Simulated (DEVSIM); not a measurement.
# abrupt In0.53Ga0.47As p-n junction

Structure: abrupt In0.53Ga0.47As p-n junction, at 250 K.

```csv
layer (left to right),material,thickness (μm),Nd (cm⁻³),Na (cm⁻³),τn (s),τp (s)
1,In0.53Ga0.47As,0.230,-,5.4e16,5.4e-8,5.4e-8
2,In0.53Ga0.47As,120,2e16,-,5.4e-8,5.4e-8
```

Left contact: ohmic. Right contact: ohmic. Voltage is applied to the left contact. Recombination: SRH at mid-gap, radiative. Mobility is μmin + (μ − μmin)/(1 + (N/Nref)^α).

The device is made up for the run: typed textbook-type constants, with dimensions and the other settings drawn at random. Values at 300 K; Nc and Nv go as T^1.5, mobilities as T to minus their exponent, the gap by Varshni's rule with the affinity fixed.

```
parameter         In0.53Ga0.47As
----------------  --------------
gap (eV)                    0.74
affinity (eV)               4.51
permittivity                13.9
Nc (cm⁻³)                 2.1e17
Nv (cm⁻³)                 7.7e18
μn (cm²/Vs)                12000
μp (cm²/Vs)                  300
μn,min                       300
μp,min                        10
Nref,n                    1.3e17
Nref,p                    4.9e17
αn                          0.48
αp                           0.4
T exponent of μn             1.6
T exponent of μp             1.6
B (cm³/s)                9.6e-11
Varshni α (eV/K)         0.00035
Varshni β (K)                190
```

Simulated with DEVSIM: 1D drift-diffusion, Boltzmann statistics, complete ionisation; no tunnelling, impact ionisation, image-force lowering or self-heating.

| Property | Value |
|---|---|
| Potential step across the device at zero bias | 0.609 V |
| Largest field in the device at zero bias | 46000 V/cm |
| Dark forward voltage at 1 A/cm² | 0.384 V |
| Dark forward voltage at 100 A/cm² | 0.519 V |

Dark forward current:

```json
[
 {"V (V)": "0.05", "J (A/cm²)": "3.6e-7"},
 {"V (V)": "0.15", "J (A/cm²)": "2.4e-5"},
 {"V (V)": "0.25", "J (A/cm²)": "0.0022"},
 {"V (V)": "0.30", "J (A/cm²)": "0.022"},
 {"V (V)": "0.40", "J (A/cm²)": "2.1"},
 {"V (V)": "0.50", "J (A/cm²)": "72"},
 {"V (V)": "0.60", "J (A/cm²)": "290"},
 {"V (V)": "0.65", "J (A/cm²)": "420"},
 {"V (V)": "0.75", "J (A/cm²)": "690"},
 {"V (V)": "0.85", "J (A/cm²)": "980"},
 {"V (V)": "0.95", "J (A/cm²)": "1300"},
 {"V (V)": "1.00", "J (A/cm²)": "1400"},
 {"V (V)": "1.10", "J (A/cm²)": "1700"},
 {"V (V)": "1.20", "J (A/cm²)": "2000"}
]
```
